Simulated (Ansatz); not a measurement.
NdPd₃ (Pm-3m, No. 221)

Level of theory: PBEsol (Ansatz, a program for electronic structure, PAW).

Numerical settings: plane-wave cutoff 500 eV, 14×14×14 k mesh, Fermi–Dirac smearing 0.1 eV, spin-polarised start, scalar-relativistic PAW data made under PBE.

Cell (relaxed at this level):

```cif
data_NdPd3
_chemical_formula_sum 'Nd1 Pd3'
_space_group_name_H-M_alt 'Pm-3m'
_space_group_IT_number 221
_space_group_name_Hall '-P 4 2 3'
_cell_length_a 4.09243
_cell_length_b 4.09243
_cell_length_c 4.09243
_cell_angle_alpha 90.000
_cell_angle_beta 90.000
_cell_angle_gamma 90.000
loop_
_atom_site_label
_atom_site_type_symbol
_atom_site_symmetry_multiplicity
_atom_site_Wyckoff_symbol
_atom_site_fract_x
_atom_site_fract_y
_atom_site_fract_z
_atom_site_occupancy
Nd1 Nd 1 a 0.00000 0.00000 0.00000 1
Pd1 Pd 3 c 0.00000 0.50000 0.50000 1
```

band gap: zero (no gap)

Note: the magnetic order was assumed, not searched for or taken from measurement; the relaxation could not lower the start's symmetry, so the cell can be a saddle point above a distorted one; the 4f shell is treated without U or exact exchange, so its levels and filling can be wrong.

Spin–orbit coupling is not included.

Static lattice: no zero-point or thermal effects.

The result took about 7 core-minutes (a rough figure).
